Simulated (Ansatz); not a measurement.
Functionals compared on the (221) surface of fcc Au in its 1x1 cell, outermost plane spacing 0.69 Å in the ideal cut, in Ansatz (plane waves, PAW). The structure was relaxed with PBE; the other rows are single points on it, each with its references at the same level. Cutoff 420 eV (500 eV for r2SCAN).

Set-up: 16 atoms, 10.4 Å thick at the start (thin: gaps and levels are the slab's own); mesh 13x5x1; 0.1 eV smearing; dipole correction on; all atoms relaxed; symmetry of the start imposed; no spin, no spin-orbit, no U. These notes are the PBE run's.

```csv
functional,surface energy (J/m²),work function of the top face (eV),rough cost of the single point
PBE,0.79,5.06,–
LDA,1.29,5.47,very roughly 5 core-minutes
PBEsol,(withheld),(withheld),roughly 5 core-minutes
RPBE,0.56,4.88,around 5 core-minutes (rough)
r2SCAN,0.97,5.06,very roughly 9 core-minutes
```

Task: Fill in the missing entries.

Result: 
- PBEsol, surface energy (J/m²): 1.12
- PBEsol, work function of the top face (eV): 5.18

Ansatz is an electronic-structure program.
